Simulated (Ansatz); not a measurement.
We look at the energy of the reaction as written. Reaction: 2 cell B → cell A. Negative: the products are lower in energy.

Cell A: a sheet of composition W2, 2 atoms, hexagonal cell of 3.09 Å (8.3 Å²), symmetry P-3m1, 1.7 Å thick under 15 Å of vacuum, in-plane vectors relaxed; planes from bottom to top: W × 2; a model cell; spin state with PBE: no moments, k-point mesh 18×18×1.
```xyz
2
Lattice="3.0872 0.0000 0.0000 -1.5436 2.6736 0.0000 0.0000 0.0000 16.8868" Properties=species:S:1:pos:R:3 pbc="T T T"
W      0.0000     1.7824     9.2956
W      1.5436     0.8912     7.5912
```

Cell B: a sheet of composition W, 1 atom, hexagonal cell of 2.63 Å (6.0 Å²), symmetry P6/mmm, 0.0 Å thick under 16 Å of vacuum, in-plane vectors relaxed; planes from bottom to top: W; a model cell; spin state with PBE: no moments, k-point mesh 30×30×1.
```yaml
crystal:
  lattice:
    - [2.63427, 0.00000, 0.00000]
    - [-1.31713, 2.28134, 0.00000]
    - [0.00000, 0.00000, 16.00000]
  atoms:
    - { symbol: W, position: [0.00000, 0.00000, 0.50000] }
```

Plane-wave PAW calculations with Ansatz (a quantum-chemistry and plane-wave program), its default PAW set, cutoff 420 eV, 500 eV for r2SCAN. The structures are at rest with PBE; other levels are single points on them. Neutral cells; Fermi-Dirac smearing of at most 0.10 eV in the solids, energies taken to zero width. The lattices are those relaxed with PBE, so at other levels the solids can be strained, which adds to the spread. A dispersion term (D3(BJ), or D4 for r2SCAN) was computed beside these levels and is taken off wherever the name lacks it. Static lattices, no vibrational contributions. Spin-orbit coupling is left out. The cells' k-point meshes differ in density, so the last digit is unsettled. Cell A has symmetry P-3m1 and got no random move, so less symmetric positions, which may lie lower, weren't tried. Cell B has symmetry P6/mmm and got no random move, so less symmetric positions, which may lie lower, weren't tried.

Problem. Estimate the value that PBE returns for this input.

Solution. -1.90 eV, for 2 cell B → cell A.

Problem. How does the value move with the functional?

Solution. 
| Level | value (eV) | less PBE |
|---|---|---|
| r2SCAN | -2.04 | -0.14 |

The levels span 0.14 eV, from r2SCAN (-2.04) to PBE (-1.90).
